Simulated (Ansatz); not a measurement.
# Effective masses and thermopower of InP (F-43m)

Data:

```
InP
1.0
    0.00000     2.93916     2.93916
    2.93916     0.00000     2.93916
    2.93916     2.93916     0.00000
In P
1 1
Direct
  0.00000   0.00000   0.00000
  0.25000   0.25000   0.25000
```

Method: PBEsol, rigid bands (plane waves, PAW, scalar-relativistic; Ansatz, an electronic-structure program). Cell: cell and atoms relaxed with PBEsol.

band gap: 0.57 eV
electron conductivity mass (300 K, dilute): 0.056 mₑ
effective density of states N_c (300 K): 3.0e17 cm⁻³
density-of-states mass, electrons: 0.052 mₑ
Seebeck coefficient, n-type 1e19 cm⁻³, 300 K: -43 μV/K

Rigid bands; masses and Seebeck coefficients take one relaxation time τ for all states and one kind of carrier; polarons and phonon drag are left out. Spin-orbit coupling is left out.
